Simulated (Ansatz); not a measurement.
**Effect of isotropic strain +0.50 % on Pt**

The reference is Pt in the fcc (Cu type) structure (space group Fm-3m, No. 225; a = 3.8954 Å; relaxed with 0.1 eV smearing).

One thing is altered: every lattice vector is stretched by 0.50 %; the atoms relax in the strained cell.

All numbers come from Kohn–Sham DFT with the LDA functional, run in Ansatz (a program for electronic structure) with PAW and 420 eV plane waves, no SOC. k-mesh 29×29×29 (Γ-centred); smearing 0.1 eV (Fermi–Dirac).

- Volume per atom = 15.00 Å³ (base 14.78 Å³)
- Space group = Fm-3m (No. 225) (base Fm-3m (No. 225))
- Energy relative to the base (free energy F) = +3.1 meV/atom
- Pressure = -4.4 GPa (base 0.0 GPa)
- Band gap = zero (base zero)

Final structure:

```xyz
1
Lattice="0.0000 1.9574 1.9574 1.9574 0.0000 1.9574 1.9574 1.9574 0.0000" Properties=species:S:1:pos:R:3 pbc="T T T"
Pt     0.0000     0.0000     0.0000
```

Whether these cells are dynamically stable was not tested. The final runs are not spin-polarised.
